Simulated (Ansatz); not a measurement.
## SnO2: response to strain

The reference is SnO₂ in the rutile structure (space group P4_2/mnm, No. 136; a = 4.769 Å, c = 3.211 Å). Axes: x, y, z lie along a, b, c of the conventional cell.

Strains are applied to the cell and any free atomic positions relax; under biaxial strain the out-of-plane vector relaxes too.

Level of theory: PBEsol (Ansatz, a first-principles code), no spin-orbit coupling, earlier PAW set.

Notes on the quantities. pressure: mean of the normal stresses, compression positive.

```tsv
change	electron mass	band gap	pressure	volume per atom
base	0.17 mₑ along c, 0.19 mₑ across (at Γ)	0.92 eV	0.00 GPa	12.17 Å³
biaxial strain −1.91 %, plane normal [001], relaxed out of plane	0.17 mₑ out of plane, 0.19 mₑ in plane (at Γ)	1.10 eV	3.90 GPa	11.88 Å³
isotropic strain −3.10 %	0.22 mₑ along c, 0.25 mₑ across (at Γ)	2.01 eV	23.20 GPa	11.07 Å³
isotropic strain −1.53 %	0.19 mₑ along c, 0.22 mₑ across (at Γ)	1.44 eV	10.11 GPa	11.62 Å³
```

Effective masses come from finite differences of ±0.01 Å⁻¹. Stability against distortions was not tested.
